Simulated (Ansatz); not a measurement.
## What pressure 1.5 GPa does to CaF2

Consider CaF$_{2}$ in the fluorite structure (space group Fm-3m, No. 225; a = 5.4206 Å).

Perturbation: cell and atoms relaxed at a pressure of 1.5 GPa.

The values are results of PBEsol (Ansatz, a program for electronic structure, PAW, without spin-orbit coupling), not measurements. Γ-centred 11×11×11 mesh, Fermi–Dirac width 0.05 eV.

* **Density**: 3.31 g/cm³ (base 3.26 g/cm³)
* **Lattice parameter a**: 5.391 Å (base 5.421 Å)
* **Shortest interatomic distance**: 2.334 Å (base 2.347 Å)
* **Enthalpy H = E + PV relative to the base's energy**: +0.12 eV/atom
* **Band gap**: 7.35 eV (an upper bound: an edge found on the path is not a true extremum; the base alone) (base 7.25 eV)

Final structure:

```yaml
crystal:
  lattice:
    - [0.00000, 2.69525, 2.69525]
    - [2.69525, 0.00000, 2.69525]
    - [2.69525, 2.69525, 0.00000]
  atoms:
    - { symbol: Ca, position: [0.00000, 0.00000, 0.00000] }
    - { symbol: F, position: [0.25000, 0.25000, 0.25000] }
    - { symbol: F, position: [0.75000, 0.75000, 0.75000] }
```

Cost of the whole job for the changed cell (relaxation, final SCF and bands): about 16 core-seconds (a rough figure).

Load acts through the strain it causes; cell and atoms are relaxed under it. Whether these cells are dynamically stable was not tested.
